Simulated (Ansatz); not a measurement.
```
CELL_PARAMETERS angstrom
      2.61353     0.00000     0.00000
     -1.30676     2.26338     0.00000
      0.00000     0.00000     4.18952
ATOMIC_POSITIONS crystal
  B  0.33333 0.66667 0.00000
  B  0.66667 0.33333 0.50000
  N  0.33333 0.66667 0.37500
  N  0.66667 0.33333 0.87500
```

Calculation: r2SCAN, rigid bands (plane waves, PAW, scalar-relativistic; Ansatz, a quantum-chemistry and plane-wave program). Condition of this run: biaxial stress in the c plane of -27 GPa (compression positive) (the target of the relaxation). Cell: cell and atoms relaxed with PBEsol, then loaded as said.

Q: Predict the electron conductivity mass (n e² τ/σ) at 300 K, by direction if it differs.

A: 0.53 (x), 0.53 (y), 0.30 (z) mₑ.

Q: What conductivity effective mass do dilute holes have at 300 K?

A: 0.91 (x), 0.91 (y), 1.18 (z) mₑ.

Q: And the band gap?

A: 5.94 eV at this level; semilocal functionals usually fall short of the measured gap.

Rigid bands, one relaxation time for all states, no polarons. Spin-orbit coupling is left out. Geometry: cell and atoms relaxed with PBEsol.
